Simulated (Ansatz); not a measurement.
Structures of equal composition on the (0001) surface of hcp Co, ferromagnetic: a pseudomorphic layer of Ru in the host's stacking; a pseudomorphic layer of Ru in the other hollow. The slabs share one bottom face, and each structure is named by its start. These are constructed structures in small cells; real faces may alloy, dewet or reconstruct in larger ones, and not all known structures of the face are among them. Slabs of about 10 Å, Fermi-Dirac smearing of 0.1 eV. Bottom of the slabs: a bare face, its two planes held. Relaxed from the named starts with such symmetry as they have, on meshes of like density; energies extrapolated to zero smearing; spin only where a row says so; no spin-orbit coupling, no U. Brackets mark spin-polarised runs, whose order is one that fits the cell. Where a second, spin-polarised start was run, the lower counts.

These are PBE (plane waves to 420 eV, PAW; Ansatz, a quantum-chemistry and plane-wave program) values and carry that method's errors.

Q: Order them by energy per 1x1 cell (lowest first) at the level PBE.

A: a pseudomorphic layer of Ru in the host's stacking (0.000 eV [spin, 9.6 μB a cell]), a pseudomorphic layer of Ru in the other hollow (0.036 eV [spin, 9.6 μB a cell])
